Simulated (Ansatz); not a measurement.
The parent structure is WC (space group P-6m2, No. 187; a = 2.913 Å, c = 2.836 Å; relaxed with 0.1 eV smearing). Axes: x lies along a and z along c of the hexagonal cell.

Method: Ansatz (an electronic-structure program), r2SCAN, PAW, cutoff 500 eV, no spin-orbit coupling, earlier PAW set.

Before the change:

The pressure is 0.0 GPa and the volume per atom comes out as 10.42 Å³.

The change: compressive biaxial strain of 2.09 % in the plane normal to [001], as in epitaxy on a mismatched substrate; the out-of-plane cell vector and the atoms relax.

Task: Estimate the effect on the pressure.

Result: The pressure (mean of the normal stresses, compression positive) goes from zero to 14.0 GPa.

Task: What does the calculation give for the volume per atom after the change?

Result: The volume per atom drops by 0.35 Å³ (10.42 Å³ → 10.07 Å³).

Whether these cells are dynamically stable was not tested. The final runs are not spin-polarised.
